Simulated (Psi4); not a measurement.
Psi4 1.11, HF/def2-svp, scf_type pk: hexafluoroethane (FC(F)(F)C(F)(F)F), 8 atoms. The geometry is a generated start, not checked to be a minimum at this level.

| Property | Value |
|---|---|
| task | energy |
| method | scf |
| basis | def2-svp |
| memory | 7 GB |
| e_convergence | 1e-08 |
| d_convergence | 1e-07 |
| guess | auto, which took SAD (default) |
| diis_max_vecs | 10 (default) |
| scf_initial_accelerator | adiis (default) |
| basis functions | 112 |

```xyz
8

F      1.4007    -0.3039    -1.0215
C      0.7676    -0.0676     0.1212
F      1.2518     1.0510     0.6461
F      1.0212    -1.0684     0.9562
C     -0.7673     0.0662    -0.1219
F     -1.0199     1.0743    -0.9491
F     -1.2550    -1.0465    -0.6552
F     -1.3991     0.2948     1.0242
```

The reference run uses exact four-centre integrals (scf_type = pk). Each setting ran once; only counts and results are compared.

Settings tried, all else as in the reference:
- scf_type = cd, cholesky_tolerance = 1e-06
- scf_type = cd, cholesky_tolerance = 1e-05
- scf_type = dfdirj+cosx, cosx_radial_points_final = 25, cosx_spherical_points_final = 50
- scf_type = dfdirj+link
- scf_type = dfdirj+snlink
- scf_type = cd, cholesky_tolerance = 0.0001 (default)
- scf_type = mem_df
- scf_type = cd, cholesky_tolerance = 0.001
- scf_type = cd, cholesky_tolerance = 0.01
- scf_type = dfdirj+cosx
- scf_type = dfdirj+cosx, cosx_radial_points_final = 50, cosx_spherical_points_final = 194
- scf_type = dfdirj+cosx, cosx_radial_points_final = 75, cosx_spherical_points_final = 302

Task: Sort the settings: which keep to the reference within 1.0 meV/atom in energy, and which don't?

Result: Within it: scf_type = cd, cholesky_tolerance = 1e-06; scf_type = cd, cholesky_tolerance = 1e-05; scf_type = cd, cholesky_tolerance = 0.001; scf_type = dfdirj+cosx, cosx_radial_points_final = 75, cosx_spherical_points_final = 302; scf_type = dfdirj+snlink; scf_type = dfdirj+link; scf_type = dfdirj+cosx; scf_type = dfdirj+cosx, cosx_radial_points_final = 50, cosx_spherical_points_final = 194. Outside: scf_type = cd, cholesky_tolerance = 0.0001 (default); scf_type = mem_df; scf_type = dfdirj+cosx, cosx_radial_points_final = 25, cosx_spherical_points_final = 50; scf_type = cd, cholesky_tolerance = 0.01.

```
setting                                                                                   energy against the reference
----------------------------------------------------------------------------------------  ----------------------------
scf_type = cd, cholesky_tolerance = 1e-06                                                              −0.096 meV/atom
scf_type = cd, cholesky_tolerance = 1e-05                                                               −0.38 meV/atom
scf_type = cd, cholesky_tolerance = 0.001                                                               +0.42 meV/atom
scf_type = dfdirj+cosx, cosx_radial_points_final = 75, cosx_spherical_points_final = 302                −0.51 meV/atom
scf_type = dfdirj+snlink                                                                                −0.62 meV/atom
scf_type = dfdirj+link                                                                                  −0.64 meV/atom
scf_type = dfdirj+cosx                                                                                  −0.66 meV/atom
scf_type = dfdirj+cosx, cosx_radial_points_final = 50, cosx_spherical_points_final = 194                −0.68 meV/atom
scf_type = cd, cholesky_tolerance = 0.0001 (default)                                                     −2.1 meV/atom
scf_type = mem_df                                                                                        +2.2 meV/atom
scf_type = dfdirj+cosx, cosx_radial_points_final = 25, cosx_spherical_points_final = 50                  −4.5 meV/atom
scf_type = cd, cholesky_tolerance = 0.01                                                                 +210 meV/atom
```

Total energies are compared; such shifts often cancel in part in energy differences. The DFDIRJ builders fit J, which adds its shift to that of exchange. Psi4 runs the final COSX grid once, on the density of the start grid. Also tried and not ranked: scf_type = direct (same energy as a listed run). The tolerance is a choice made for this comparison.
